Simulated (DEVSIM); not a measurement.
Structure: illuminated Si n-on-p cell, one wavelength, at 300 K.

| layer (left to right) | material | thickness (μm) | Nd (cm⁻³) | Na (cm⁻³) | τn (s) | τp (s) | absorption coefficient (cm⁻¹) |
|---|---|---|---|---|---|---|---|
| 1 | Si | 0.520 | 6.6e18 | - | 1.2e-6 | 0.0001 | 81000 |
| 2 | Si | 29.0 | - | 1.2e17 | 0.00011 | 0.00011 | 81000 |

Left contact: ohmic, minority hole recombination velocity 1e5 cm/s. Right contact: ohmic, minority electron recombination velocity 8e6 cm/s. Voltage is applied to the left contact. Recombination: SRH at mid-gap, radiative, Auger. Light enters at the left, 2e16 photons cm⁻² s⁻¹, one pass, no reflection. Mobility is μmin + (μ − μmin)/(1 + (N/Nref)^α).

This is a model device: material constants are rounded textbook-type values typed into the input, and sizes, dopings and lifetimes were drawn at random. Values at 300 K.

| parameter | Si |
|---|---|
| gap (eV) | 1.124 |
| affinity (eV) | 4.05 |
| permittivity | 11.7 |
| Nc (cm⁻³) | 2.86e19 |
| Nv (cm⁻³) | 3.1e19 |
| μn (cm²/Vs) | 1417 |
| μp (cm²/Vs) | 470 |
| μn,min | 52 |
| μp,min | 45 |
| Nref,n | 9.7e16 |
| Nref,p | 2.2e17 |
| αn | 0.68 |
| αp | 0.72 |
| B (cm³/s) | 4.7e-15 |
| Cn (cm⁶/s) | 2.8e-31 |
| Cp (cm⁶/s) | 9.9e-32 |

DEVSIM, 1D drift-diffusion, Boltzmann statistics, complete ionisation; no tunnelling, impact ionisation, image-force lowering or self-heating.

The photon flux was swept, all else fixed.

```csv
photon flux (cm^-2 s^-1),largest power (mW/cm²),open-circuit voltage (V),short-circuit current (mA/cm²),fill factor
6e14,0.0154,0.454,0.0431,0.79
2e15,0.0557,0.485,0.144,0.80
6e15,0.178,…,…,0.81
2e16,0.636,0.544,1.44,0.81
6e16,2.03,0.573,4.31,0.82
2e17,7.17,0.604,14.4,0.83
6e17,22.7,0.632,43.1,0.83
```

### Question
Some entries are withheld; supply them.

### Answer

- 6e15, open-circuit voltage (V): 0.513
- 6e15, short-circuit current (mA/cm²): 0.431
